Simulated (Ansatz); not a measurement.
Amorphous La12Si12O42, 66 atoms at 4.48 g/cm³, one PBE-relaxed geometry, zone centre. Methods: PBE, scalar-relativistic without spin-orbit coupling (Ansatz, an electronic-structure program); r2SCAN, scalar-relativistic without spin-orbit coupling (Ansatz); HSE06, scalar-relativistic without spin-orbit coupling (Ansatz). Plane waves to 420 eV (r2SCAN 500 eV); exact exchange is cut at the cell's faces. At PBE the levels at the filled edge of the gap are localised (band-tail or defect states). All rungs ran without spin polarisation.

It comes from a melt-quench run on a machine-learned potential (CHGNet), relaxed afterwards by DFT. O atoms were pushed apart under 1.9 Å during the dynamics, to hinder bonds among them. The hot cell started wider than the set density and was brought back towards it in steps. It is the lowest in DFT energy of 2 quenches. It is a model cell: composition and starting density were chosen by hand, and all elements were melted together. No dispersion term was used. Its density started from a set value of 4.40 and ended at 4.48 g/cm³. Cooling (nominally 280 K/ps over its main leg) ran many orders faster than in experiment, which tends to leave more defects and strain. Values belong to this one cell and scatter from quench to quench. The volume was free in the relaxation, at fixed shape. Stress components on the final sampling reach 1.4 GPa.

The relaxation ran on the zone centre alone. At PBE the level gap is 4.02 eV on a 2×2×2 Γ-centred mesh, and the spacing at the zone centre alone 4.07 eV.

### Question
What zone-centre spacing does r2SCAN give, roughly?

### Answer
4.61 eV (+0.54 eV against PBE).

### Question
What zone-centre spacing does HSE06 give, roughly?

### Answer
5.80 eV (+1.73 eV against PBE).

The highest filled and the lowest empty state spread over these numbers of atoms (participation numbers): PBE: 6.3 and 8.9; r2SCAN: 6.1 and 13.4; HSE06: 5.0 and 46.7.
